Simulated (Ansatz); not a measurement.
Effect of pressure 0.7 GPa on Rb

The reference is Rb in the bcc (W type) structure (space group Im-3m, No. 229; a = 5.748 Å).

Perturbation: cell and atoms relaxed at a pressure of 0.7 GPa.

Level of theory: r2SCAN (Ansatz, a program for electronic structure, PAW, no spin-orbit coupling). Γ-centred 12×12×12 mesh, Fermi–Dirac width 0.05 eV.

The volume per atom drops by 16.26 Å³, from 94.98 Å³ to 78.72 Å³ and the density goes up by 0.31 g/cm³ (1.49 g/cm³ → 1.80 g/cm³). The lattice parameter a drops by 0.3488 Å, from 5.748 Å to 5.400 Å and the enthalpy H = E + PV relative to the base's energy is +0.37 eV/atom. The band gap remains zero.

Final structure:

```
CELL_PARAMETERS angstrom
     -2.69981     2.69981     2.69981
      2.69981    -2.69981     2.69981
      2.69981     2.69981    -2.69981
ATOMIC_POSITIONS crystal
  Rb 0.00000 0.00000 0.00000
```

Load acts through the strain it causes; cell and atoms are relaxed under it. Stability against distortions was not tested.
